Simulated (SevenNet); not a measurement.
Fluorite PtAl₂

Calculation: the machine-learned potential SevenNet-0 (trained on PBE and PBE+U data).

Cell (relaxed at this level):

PtAl$_{2}$ is modelled in the cubic space group Fm-3m (No. 225), Pearson symbol cF12. Lattice parameters: a = 5.9481 Å, b = 5.9481 Å, c = 5.9481 Å, α = 90.00°, β = 90.00°, γ = 90.00°. Al on 8c is coordinated by 4 Pt at 2.576 Å and 6 Al at 2.974 Å. Pt on 4a is surrounded by 8 Al at 2.576 Å (cubic). (Neighbours: up to the widest gap in distance over summed covalent radii, below 1.35, at either atom.)
(The calculation used a cell of 3 atoms; values per cell refer to that cell.)

lattice parameter a: 5.948 Å
equilibrium volume per atom: 17.54 Å³/atom

Measured, for comparison: lattice constant a 5.91 Å (temperature not stated, copied from a table, unchecked, no zero-point or thermal correction; as tabulated in Crystal Structures 1, 239 (1963)). Computed (rounded) less measured: lattice constant a not scored (unchecked).

A machine-learned potential is trained on density-functional data: it inherits that level's misses and adds fitting errors of its own.
